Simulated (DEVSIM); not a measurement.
Device: Schottky contact on n-type GaP, at 300 K.

| layer (left to right) | material | thickness (μm) | Nd (cm⁻³) | τn (s) | τp (s) |
|---|---|---|---|---|---|
| 1 | GaP | 2.10 | 1.8e16 | 1.5e-6 | 1.5e-6 |

Left contact: Schottky, work function 4.66 eV, emission velocity 5.4e6 cm/s. Right contact: ohmic. Voltage is applied to the left contact. Recombination: SRH at mid-gap. Mobility is constant in doping. Where it depends on doping, it is μmin + (μ − μmin)/(1 + (N/Nref)^α).

The device is made up for the run: typed textbook-type constants, with dimensions and the other settings drawn at random. Values at 300 K; Nc and Nv go as T^1.5, mobilities as T to minus their exponent, the gap by Varshni's rule with the affinity fixed. The table also holds parameters that only a changed run uses.

```csv
parameter,GaP
gap (eV),2.26
affinity (eV),3.8
permittivity,11.1
Nc (cm⁻³),1.8e19
Nv (cm⁻³),1.9e19
μn (cm²/Vs),250
μp (cm²/Vs),150
"μn,min",10
"μp,min",10
"Nref,n",4.4e18
"Nref,p",1e18
αn,0.8
αp,0.85
T exponent of μn,1.6
T exponent of μp,1.98
Cn (cm⁶/s),1e-30
Cp (cm⁶/s),1e-30
Varshni α (eV/K),0.00058
Varshni β (K),372
```

Model (solved in DEVSIM): 1D drift-diffusion, Boltzmann statistics, complete ionisation; no tunnelling, impact ionisation, image-force lowering or self-heating. Metal contacts follow the ideal Schottky-Mott rule: no Fermi-level pinning, no interface dipoles.

Base results: potential step across the device at zero bias (V) 0.681; dark forward voltage at 100 A/cm² (V) 0.600; largest field in the device at zero bias (V/cm) 62000; dark forward voltage at 1 A/cm² (V) 0.445.

What follows from this one change: metal work function 4.66 → 4.71 eV?

potential step across the device at zero bias 0.681 → 0.731 V; dark forward voltage at 100 A/cm² 0.600 → 0.650 V; largest field in the device at zero bias little changed (64000 V/cm); dark forward voltage at 1 A/cm² 0.445 → 0.495 V.

What follows from this one change: temperature 300 → 450 K?

potential step across the device at zero bias 0.681 → 0.569 V; dark forward voltage at 100 A/cm² 0.600 → 0.470 V; largest field in the device at zero bias 62000 → 56000 V/cm; dark forward voltage at 1 A/cm² 0.445 → 0.223 V.

What follows from this one change: thickness of layer 1 2.1 → 6.3 μm?

potential step across the device at zero bias little changed (0.681 V); dark forward voltage at 100 A/cm² 0.600 → 0.659 V; largest field in the device at zero bias little changed (62000 V/cm); dark forward voltage at 1 A/cm² little changed (0.446 V).

What follows from this one change: metal work function 4.66 → 4.86 eV?

potential step across the device at zero bias 0.681 → 0.881 V; dark forward voltage at 100 A/cm² 0.600 → 0.800 V; largest field in the device at zero bias 62000 → 71000 V/cm; dark forward voltage at 1 A/cm² 0.445 → 0.645 V.
